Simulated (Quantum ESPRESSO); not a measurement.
Troubleshooting Quantum ESPRESSO: a failed run on Na2MnCl4 (Pbam, 14 atoms in the cell). The aim is a self-consistent single point with DFT, PBEsol, plane waves, GBRV 1.5 ultrasoft (PBESOL) pseudopotentials.

Cell that was meant: a = 6.9300 Å, b = 11.8600 Å, c = 3.8600 Å, α = 90.00°, β = 90.00°, γ = 90.00°.

Part of the input:

```fortran
    ecutrho = 400,
    occupations = 'smearing',
    smearing = 'mp',
    nspin = 2,
    starting_magnetization(3) = 0.267,
/
&ELECTRONS
```

Output, abridged:

```
 %%%%%%%%%%%%%%%%%%%%%%%%%%%%%%%%%%%%%%%%%%%%%%%%%%%%%%%%%%%%%%%%%%%%%%%%%%%%%%
     Error in routine  set_occupations (1):
      smearing requires a value for gaussian broadening (degauss)
 %%%%%%%%%%%%%%%%%%%%%%%%%%%%%%%%%%%%%%%%%%%%%%%%%%%%%%%%%%%%%%%%%%%%%%%%%%%%%%

     stopping ...
```

Q: Read the log: what does the program object to, and what is the fix?

A: The fault is smearing without a width. A smearing function needs a non-zero width. To fix it, give the width. The program stopped before any SCF iteration.

The sound input it was made from differs as follows (other fixes are possible):
```diff
+    degauss = 0.0036749,
```

With that input, the run converged in 15 iterations: free energy E − TS -14557.4044 eV; top of the valence band (on the code's own zero) 3.79 eV; gap on the k-point mesh 1.97 eV; pressure -1.09 GPa; largest force (vector length) 0.213 eV/Å (DFT, PBEsol, plane waves, GBRV 1.5 ultrasoft (PBESOL) pseudopotentials).

On the sound input: the starting cell comes from a database of published, mostly measured structures (it also holds non-ambient and calculated ones), without a prior relaxation at this level. The magnetic order is the one reached from the typed start; others were not searched systematically.
